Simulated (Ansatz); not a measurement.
**Lattice parameter a of Ga2O3 (model structure, started from the Bi2O3 type, P6₃mc, No. 186, 20 atoms in the cell) at several levels of theory**

No measured value is used here.

```tsv
level (code)	value (Å)
LDA (Ansatz)	6.991
PBE (Ansatz)	7.189
PBEsol (Ansatz)	?
PBE-D3(BJ) (Ansatz)	7.129
r²SCAN (Ansatz)	?
r²SCAN+rVV10 (Ansatz)	7.057
```

Complete the blanks.


- PBEsol (Ansatz, a quantum-chemistry and plane-wave program), value (Å): 7.075
- r²SCAN (Ansatz), value (Å): 7.085

Cutoffs differ between the levels. Ansatz's density-functional and Hartree–Fock values are scalar-relativistic unless marked +SOC, with PAW data made under PBE.

A model structure was made by putting elements into a prototype or built by hand; it is no filed structure, need not be a known phase, and can be a saddle point held by its symmetry.
